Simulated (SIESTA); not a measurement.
Worked example: self-consistent single point of NbS2Br2 (P-1, 10 atoms in the cell) in SIESTA.

Level of theory: LDA PW92, numerical atomic orbitals DZP, PseudoDojo LDA standard norm-conserving potentials (rewritten from UPF to PSML) (SIESTA).

```yaml
crystal:
  lattice:
    - [6.62295, 0.00000, 0.00000]
    - [3.26776, 5.76704, 0.00000]
    - [2.84330, -1.60419, 6.81625]
  atoms:
    - { symbol: Nb, position: [0.87382, 0.87488, 0.00037] }
    - { symbol: Nb, position: [0.12618, 0.12512, 0.99963] }
    - { symbol: S, position: [0.79789, 0.23896, 0.87171] }
    - { symbol: S, position: [0.20211, 0.76104, 0.12829] }
    - { symbol: S, position: [0.13933, 0.94585, 0.70110] }
    - { symbol: S, position: [0.86067, 0.05415, 0.29890] }
    - { symbol: Br, position: [0.76161, 0.57984, 0.22686] }
    - { symbol: Br, position: [0.23839, 0.42016, 0.77314] }
    - { symbol: Br, position: [0.64639, 0.82580, 0.77308] }
    - { symbol: Br, position: [0.35361, 0.17420, 0.22692] }
```

Reference input (self-consistent single point, DFT, LDA PW92, numerical atomic orbitals DZP, PseudoDojo LDA standard norm-conserving potentials (rewritten from UPF to PSML)): XC.functional = LDA; XC.authors = PW92; potentials = PseudoDojo LDA standard; PAO.BasisSize = DZP; PAO.EnergyShift = 0.01 Ry; MeshCutoff = 350 Ry; kgrid.MonkhorstPack = 5 5 4; OccupationFunction = FD; ElectronicTemperature = 10 K; MaxSCFIterations = 150; SCF.Mixer.Method = Pulay; SCF.Mixer.Weight = 0.25. This run's input differs from it in these lines:

```diff
@@ -37,5 +37,5 @@
 %block kgrid.MonkhorstPack
-    5   0   0  0.0
-    0   5   0  0.0
-    0   0   4  0.0
+    3   0   0  0.0
+    0   3   0  0.0
+    0   0   3  0.0
 %endblock kgrid.MonkhorstPack
```

The program printed (abridged):

```
        iscf     Eharris(eV)        E_KS(eV)     FreeEng(eV)     dDmax    Ef(eV) dHmax(eV)
   scf:    1    -6263.197273    -6299.413479    -6299.413479  0.639766 -2.150622 18.629042
   scf:    2    -6312.612257    -6316.373418    -6316.373418  0.337610 -4.337635  1.936848
   scf:    3    -6317.491552    -6317.508959    -6317.508959  0.061452 -4.144468  2.043988
   scf:    4    -6317.645956    -6317.709311    -6317.709311  0.067750 -4.722187  0.597926
   scf:    5    -6317.620216    -6317.744921    -6317.744921  0.020347 -4.631512  0.857707
   [... 4 lines left out ...]
   scf:   10    -6317.787064    -6317.787061    -6317.787061  0.000233 -4.784269  0.000298
   scf:   11    -6317.787062    -6317.787061    -6317.787061  0.000014 -4.784295  0.000249
   scf:   12    -6317.787061    -6317.787061    -6317.787061  0.000021 -4.784193  0.000102
   scf:   13    -6317.787061    -6317.787061    -6317.787061  0.000007 -4.784168  0.000059
SCF Convergence by DM+H criterion
max |DM_out - DM_in|         :     0.0000069082
max |H_out - H_in|      (eV) :     0.0000594820
SCF cycle converged after 13 iterations

Using DM_out to compute the final energy and forces

siesta: E_KS(eV) =            -6317.7871

siesta: E_KS - E_eggbox =     -6317.7871

siesta: Atomic forces (eV/Ang):
     1   -0.447642   -0.250448    0.025869
     2    0.447642    0.250448   -0.025869
     3   -0.297581    0.503446    0.619669
     4    0.297580   -0.503446   -0.619669
     5    0.375057   -0.599580   -0.297124
     6   -0.375058    0.599580    0.297124
     7    0.119637   -0.018972   -0.329349
     8   -0.119637    0.018973    0.329349
     9   -0.009868    0.148065    0.318428
    10    0.009868   -0.148066   -0.318428
   Tot    0.000000    0.000000   -0.000000
   Max    0.619669
   [... lines left out ...]
siesta: FreeEng =     -6317.787061
   [... lines left out ...]
siesta:     0.032106    0.002200    0.002432
siesta:     0.002200    0.028845   -0.004105
siesta:     0.002432   -0.004105    0.028570

siesta: Cell volume =        260.345182 Ang**3

siesta: Pressure (static):
siesta:                Solid            Molecule  Units
siesta:          -0.00032500         -0.00025926  Ry/Bohr**3
siesta:          -0.02984016         -0.02380371  eV/Ang**3
siesta:         -47.80921188        -38.13775385  kBar
```

The run converged in 13 iterations. Against the reference run the free energy hardly moves (within 1 meV/atom), the pressure stays at -4.78 GPa, the largest force moves little (0.853 to 0.852 eV/Å) and the gap on the mesh goes from 1.481 to 1.564 eV.

The starting cell comes from a database of computed structures (which also holds hypothetical and non-ambient phases and stackings), without a prior relaxation at this level. Values carry the incompleteness of an atom-centred basis. With a pressure of about -5 GPa the cell is away from its equilibrium volume at this level. Another mesh or the band path of this cell gives a smaller gap, so this value is not converged in the mesh.

Cost on one core of a shared machine: roughly 70 s.
